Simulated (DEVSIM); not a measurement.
# abrupt InP n-p junction

Structure: abrupt InP n-p junction, at 300 K.

| layer (left to right) | material | thickness (μm) | Nd (cm⁻³) | Na (cm⁻³) | τn (s) | τp (s) |
|---|---|---|---|---|---|---|
| 1 | InP | 0.210 | 7.7e15 | - | 4.7e-9 | 4.7e-9 |
| 2 | InP | 7.80 | - | 5.5e17 | 4.7e-9 | 4.7e-9 |

Left contact: ohmic. Right contact: ohmic. Voltage is applied to the left contact. Recombination: SRH at mid-gap. Mobility is constant in doping.

The device is made up for the run: typed textbook-type constants, with dimensions and the other settings drawn at random. Values at 300 K.

```
parameter         InP
-------------  ------
gap (eV)        1.344
affinity (eV)    4.38
permittivity     12.5
Nc (cm⁻³)      5.7e17
Nv (cm⁻³)      1.1e19
μn (cm²/Vs)      5200
μp (cm²/Vs)       170
```

Simulated with DEVSIM: 1D drift-diffusion, Boltzmann statistics, complete ionisation; no tunnelling, impact ionisation, image-force lowering or self-heating.

```yaml
potential_step_across_the_device_at_zero_bias: 1.155 V
largest_field_in_the_device_at_zero_bias: 68000 V/cm
Dark forward voltage at 1 A/cm²: 0.862 V
Dark forward voltage at 100 A/cm²: 1.014 V
```

Dark forward current:

(V (V), J (A/cm²)): (-0.05, -6.4e-10); (-0.10, -2.3e-9); (-0.15, -6.7e-9); (-0.20, -1.9e-8); (-0.25, -5.4e-8); (-0.30, -1.5e-7); (-0.35, -4.3e-7); (-0.40, -1.2e-6); (-0.45, -3.8e-6); (-0.50, -1.2e-5); (-0.55, -4.5e-5); (-0.60, -0.00018); (-0.65, -0.00087); (-0.70, -0.0045); (-0.75, -0.024); (-0.80, -0.13); (-0.85, -0.68); (-0.90, -3.5); (-0.95, -17); (-1.00, -72); (-1.05, -240); (-1.10, -580); (-1.15, -1100); (-1.20, -1800); (-1.25, -2700)
